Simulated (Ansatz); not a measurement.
Amorphous Si24O48Ta, 73 atoms at 2.45 g/cm³, one PBE-relaxed geometry, zone centre. Methods: PBE, scalar-relativistic without spin-orbit coupling (Ansatz, a first-principles code); r2SCAN, scalar-relativistic without spin-orbit coupling (Ansatz); HSE06, scalar-relativistic without spin-orbit coupling (Ansatz). Plane waves to 420 eV (r2SCAN 500 eV); exact exchange is cut at the cell's faces. The usual formal charges leave 5 electrons over, so the level spacing at the Fermi energy parts defect or band states and needn't be the band gap. In the spin-polarised cell the level spacing at the Fermi energy can part levels of unlike spin. At PBE the levels at both edges of the gap are localised (band-tail or defect states), and the nearest spread-out levels lie 5.9 eV apart at the zone centre.

A CHGNet melt-quench gave the starting glass, which DFT then relaxed. O atoms were pushed apart under 1.9 Å during the dynamics, to hinder bonds among them. The hot cell started wider than the set density and was brought back towards it in steps. It is the lowest in DFT energy of 2 quenches. It is a model cell: composition and starting density were chosen by hand, and all elements were melted together. No dispersion term was used. Its density started from a set value of 2.45 and ended at 2.45 g/cm³. The quench (nominally 400 K/ps over its main leg) was far faster than any real one, so the model tends to hold more defects than a real film. A cell of this size samples the disorder only roughly. The volume was held where the preparation left it, at a PBE pressure of 1.8 GPa. Stress components on the final sampling reach 2.2 GPa.

The relaxation ran on the zone centre alone. At PBE the level spacing at the Fermi energy is 1.56 eV on a 2×2×2 Γ-centred mesh, and the spacing at the zone centre alone 1.55 eV.

Problem. What zone-centre spacing does r2SCAN give, roughly?

Solution. 2.06 eV (+0.51 eV against PBE).

Problem. What zone-centre spacing does HSE06 give, roughly?

Solution. 2.68 eV (+1.12 eV against PBE).

The highest filled and the lowest empty state spread over these numbers of atoms (participation numbers): PBE: 4.6 and 3.5; r2SCAN: 4.2 and 8.8; HSE06: 4.1 and 4.9.
